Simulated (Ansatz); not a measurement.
The reference is In2S3 in the corundum structure (space group R-3c, No. 167; a = 6.574 Å, c = 17.608 Å (hexagonal axes); a cell from a computed database, its experimental status unchecked). Axes: x lies along a and z along c of the hexagonal cell.

Level of theory: Ansatz (a quantum-chemistry and plane-wave program), PBEsol, PAW, cutoff 420 eV, no SOC.

Modification: an isotropic linear strain of +0.42 %; the atoms relax in the strained cell.

Problem. Predict the stress tensor and what it implies for the stiffness.

Solution. Stress of the strained cell less that of the base (GPa, compression positive):
```
  -1.03    0.00    0.00
   0.00   -1.03    0.00
   0.00    0.00   -0.89
```

Then B = −ΔP/(ΔV/V₀) with ΔV/V₀ = 0.0127 gives secant stiffness values (nonlinear terms included at this strain): B (at held cell shape, above the free-shape value) ≈ 78 GPa.

Stability against distortions was not tested.
